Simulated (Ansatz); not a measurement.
**A self-consistent single point of K₂InAgI₆ (Fm-3m, 10 atoms in the cell) with Ansatz (an electronic-structure program)**

Method of the run: LDA (PW92), default PAW files made with PBE (plane waves; Ansatz).

The input file:

Ansatz 0.2 input:
```yaml
# K2InAgI6
crystal:
  lattice:
    - [0.00000000, 5.58279300, 5.58279300]
    - [5.58279300, 0.00000000, 5.58279300]
    - [5.58279300, 5.58279300, 0.00000000]
  atoms:
    - { symbol: K, position: [0.25000000, 0.25000000, 0.25000000] }
    - { symbol: K, position: [0.75000000, 0.75000000, 0.75000000] }
    - { symbol: Ag, position: [0.50000000, 0.50000000, 0.50000000] }
    - { symbol: In, position: [0.00000000, 0.00000000, 0.00000000] }
    - { symbol: I, position: [0.74910000, 0.25090000, 0.25090000] }
    - { symbol: I, position: [0.25090000, 0.74910000, 0.74910000] }
    - { symbol: I, position: [0.25090000, 0.74910000, 0.25090000] }
    - { symbol: I, position: [0.74910000, 0.25090000, 0.74910000] }
    - { symbol: I, position: [0.25090000, 0.25090000, 0.74910000] }
    - { symbol: I, position: [0.74910000, 0.74910000, 0.25090000] }
basis:
  ecutwfc: 30.9 Ry
kpoints:
  mp_grid:
    grid: [5, 5, 5]
hamiltonian:
  xc: lda
  pseudopotentials:
    kind: paw
scf:
  occupations:
    method: methfessel_paxton
    width: 0.02 Ry
output:
  forces: true
  eigenvalues: true
  stress: true
```

Output (repeated stretches shortened):

```
WARN ansatz: RAYON_NUM_THREADS=1 ignored (pool sized by the plan → 1); use --threads N
Pseudopotentials: kind: paw
Pseudopotential: K, paw, valence charge 9
Pseudopotential: Ag, paw, valence charge 19
Pseudopotential: In, paw, valence charge 13
Pseudopotential: I, paw, valence charge 17
Crystal: 10 atoms, lattice volume = 348.004 Å³
Basis set: ecut = 420.4159175005146 eV, 6855 PW (Γ)
Bands: 92, of which v1, the nominal top of the filled ones, is band 76 counted from 1 (75 counted from 0)
Symmetry: 48 space group operations
Space group: Fm-3m (ITA 225), of the structure as read, at distance tolerance 7.0e-5 Å
k-points: 10 of 125
PAW frozen core: K, regenerated for the run's functional, and the local potential with it
PAW frozen core: Ag, regenerated for the run's functional, and the local potential with it
PAW frozen core: In, regenerated for the run's functional, and the local potential with it
PAW frozen core: I, regenerated for the run's functional, and the local potential with it
Initial density: superposition of atomic densities (neutral atoms: chi_scale 0, normalization atom), corrected by the library's trained network
Initial wavefunctions: pseudopotential atomic-orbital guess
Eigensolver: davidson
Functional: x = slater, c = lda
SCF iter   1: F=—  HF=-60050.153553 eV  |F-HF|=—  |Δ(HF+E_count)|=         —  Δρ=5.96e-3  dr2=7.23e-2  ethr=1.77e-3  ⟨swp⟩=10.3  Hψ=4113  notcnv=0
all-band conjugate gradients solve this SCF's bands
preconditioner: auto → Resta (q_TF=auto, 2.376 Å⁻¹)
SCF iter   2: F=—  HF=-60050.136315 eV  |F-HF|=—  |Δ(HF+E_count)|=   1.72e-2  S|Δr|=    0.00e0  Δρ=2.70e-3  dr2=1.25e-2  ethr=4.76e-5  ⟨swp⟩=2.0  Hψ=1811  notcnv=0
SCF iter   3: F=—  HF=-60050.134542 eV  |F-HF|=—  |Δ(HF+E_count)|=   1.77e-3  S|Δr|=    0.00e0  Δρ=1.19e-3  dr2=3.04e-3  ethr=8.23e-6  ⟨swp⟩=2.8  Hψ=1244  notcnv=0
SCF iter   4: F=—  HF=-60050.134302 eV  |F-HF|=—  |Δ(HF+E_count)|=   2.40e-4  S|Δr|=    0.00e0  Δρ=1.96e-4  dr2=1.83e-4  ethr=2.00e-6  ⟨swp⟩=2.0  Hψ=1028  notcnv=0
SCF iter   5: F=—  HF=-60050.134306 eV  |F-HF|=—  |Δ(HF+E_count)|=   4.62e-6  S|Δr|=    0.00e0  Δρ=5.31e-5  dr2=1.79e-5  ethr=1.20e-7  ⟨swp⟩=2.0  Hψ=1023  notcnv=0
SCF iter   6: F=—  HF=-60050.134268 eV  |F-HF|=—  |Δ(HF+E_count)|=   3.84e-5  S|Δr|=    0.00e0  Δρ=2.24e-5  dr2=2.77e-6  ethr=1.18e-8  ⟨swp⟩=2.9  Hψ=1577  notcnv=0
SCF iter   7: F=—  HF=-60050.134267 eV  |F-HF|=—  |Δ(HF+E_count)|=   7.58e-7  S|Δr|=    0.00e0  Δρ=5.25e-6  dr2=1.72e-7  ethr=1.82e-9  ⟨swp⟩=2.0  Hψ=1580  notcnv=0
SCF iter   8: F=-60050.134267 eV  HF=-60050.134267 eV  |F-HF|=3.00e-9  |Δ(HF+E_count)|=   4.68e-8  S|Δr|=    0.00e0  Δρ=1.80e-6  dr2=1.02e-8  ethr=6.58e-11  ⟨swp⟩=13.7  Hψ=5045  notcnv=0
SCF 1 converged in 8 iterations: F = -60050.134267 eV  dr2 = 1.02e-8
SCF converged after 8 iterations
Stability not checked (fill_not_monotonic)
Free energy (F): -60050.134267 eV
Harris-Foulkes:  -60050.134267 eV  (|F-HF|=3.00e-9)
Internal energy: -60050.145780 eV  (E = F + TS)
E sigma→0 (E₀):  -60050.137145 eV
Entropy (-TS):   0.011513 eV (1.151 meV/atom)
Fermi energy:    6.301176 eV
--- Per-component energies (eV) ---
  E_band       = -2913.328646
  E_kinetic    = 2428.088053
  E_local      = -19361.382230  (includes V_loc(G=0)·N_el)
  E_nonlocal   = -23.449358
  E_hartree    = 9391.551193
  E_xc         = -1431.185635
  E_vxc        = -1440.248921  (∫ρ·V_xc dr)
  E_paw        = -37233.535450  (= ΣΔE_a)
  E_vpaw       = -3299.439042  (= ΣTr[D̂ρ^β])
  E_aug_tail   = 0.000640  (compensation charges beyond the density's cutoff)
  E_ewald      = -13826.444627
  E_core_change = 6.211634  (= ΣΔE_core)
  E_smearing   = 0.011513  (= −TS)
  E_closure    = 0.000000  (closes the sum)
  Σ components = -60050.134267   (vs F -60050.134267, Δ=0.00e0)
--- Forces (eV/Å), atoms counted from 1 ---
  atom   1  K     -0.00000000     0.00000000    -0.00000000
  atom   2  K      0.00000000     0.00000000    -0.00000000
  atom   3  Ag     0.00000000     0.00000000     0.00000000
  atom   4  In    -0.00000000    -0.00000000    -0.00000000
  atom   5  I      0.17808153    -0.00000000    -0.00000000
  atom   6  I     -0.17808153     0.00000000     0.00000000
  atom   7  I      0.00000000     0.17808153    -0.00000000
  atom   8  I     -0.00000000    -0.17808153     0.00000000
  atom   9  I     -0.00000000     0.00000000     0.17808153
  atom  10  I     -0.00000000     0.00000000    -0.17808153
  max |Σ_I F_I| component: 8.57e-17 eV/Å
--- Stress (GPa, compression-positive) ---
        2.584395       0.000000       0.000000
        0.000000       2.584395       0.000000
        0.000000       0.000000       2.584395
  P = ⅓ Tr σ = 2.5844 GPa (25.844 kbar)
  The stress holds the Pulay correction. Without it, at fixed plane waves, as pw.x and ABINIT print it: P = 2.5570 GPa
--- Band table (eV; the first three rows and the last of 10) ---
  k-point 0: bands = ["-85.0084", "-48.5851", "-48.5851", "-48.5851", "-38.1228", "-38.1215", "-38.1215", "-38.1213", "-38.1213", "-38.1213", "-38.0669", "-38.0669", "-38.0669", "-38.0656", "-38.0656", "-38.0656", "-38.0652", "-38.0652", "-38.0652", [...]
  k-point 1: bands = ["-85.0084", "-48.5851", "-48.5851", "-48.5851", "-38.1226", "-38.1215", "-38.1215", "-38.1214", "-38.1212", "-38.1212", "-38.0667", "-38.0667", "-38.0667", "-38.0657", "-38.0656", "-38.0656", "-38.0652", "-38.0652", "-38.0651", [...]
  k-point 2: bands = ["-85.0084", "-48.5851", "-48.5851", "-48.5851", "-38.1223", "-38.1218", "-38.1215", "-38.1215", "-38.1212", "-38.1212", "-38.0664", "-38.0663", "-38.0663", "-38.0660", "-38.0658", "-38.0658", "-38.0649", "-38.0649", "-38.0648", [...]
  k-point 9: bands = ["-85.0084", "-48.5851", "-48.5851", "-48.5851", "-38.1222", "-38.1220", "-38.1215", "-38.1213", "-38.1213", "-38.1212", "-38.0666", "-38.0662", "-38.0658", "-38.0658", "-38.0655", "-38.0654", "-38.0654", "-38.0653", "-38.0650", [...]
```

The run converged in 8 iterations.

The starting cell was generated: these elements placed on a structure prototype, without a prior relaxation; it need not be a known phase or ordering of this composition. Its lattice was rescaled by a random factor within 2.5 % of one. Spin-orbit coupling is off. Ansatz's pressure includes its estimate of the finite-basis (Pulay) stress. The run gives no clean gap (levels at the Fermi energy touch, overlap or are partly filled at this smearing), which alone does not show that the compound is a metal.
